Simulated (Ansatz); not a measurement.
A computed series for BP: response to strain

Consider BP in the zinc blende structure (space group F-43m, No. 216).

```xyz
2
Lattice="0.0000 2.2683 2.2683 2.2683 0.0000 2.2683 2.2683 2.2683 0.0000" Properties=species:S:1:pos:R:3 pbc="T T T"
B      0.0000     0.0000     0.0000
P      1.1341     1.1341     1.1341
```

Cartesian axes are those of the cell as printed.

Strains are applied to the cell and any free atomic positions relax.

Method: r2SCAN (Ansatz, a first-principles code), no spin-orbit coupling.

Notes on the quantities. energy relative to the base: free energy F.

```json
[
 {"variant": "base", "gap character": "–", "band gap": "1.41 eV", "energy relative to the base": "0 meV/atom"},
 {"variant": "tensor shear ε_xy = +1.43 %", "gap character": "indirect, Γ → Γ–X (89 % along)", "band gap": "1.19 eV", "energy relative to the base": "+5.9 meV/atom"},
 {"variant": "tensor shear ε_xy = +2.00 %", "gap character": "indirect, Γ → X", "band gap": "1.04 eV", "energy relative to the base": "+12 meV/atom"},
 {"variant": "tensor shear ε_xy = +1.14 %", "gap character": "indirect, Γ → Γ–X (89 % along)", "band gap": "1.26 eV", "energy relative to the base": "+3.7 meV/atom"},
 {"variant": "tensor shear ε_xy = +0.29 %", "gap character": "indirect, Γ → k = (0.417, 0.417, 0) in the run's primitive reciprocal basis", "band gap": "1.38 eV", "energy relative to the base": "+0.2 meV/atom"},
 {"variant": "tensor shear ε_xy = +0.57 %", "gap character": "indirect, Γ → k = (0.417, 0.417, 0) in the run's primitive reciprocal basis", "band gap": "1.35 eV", "energy relative to the base": "+0.9 meV/atom"},
 {"variant": "tensor shear ε_xy = +0.86 %", "gap character": "indirect, Γ → k = (0.417, 0.417, 0) in the run's primitive reciprocal basis", "band gap": "1.31 eV", "energy relative to the base": "+2.1 meV/atom"}
]
```

No phonon test of stability was made. Labels are those of the standard path for the cell's own space group.
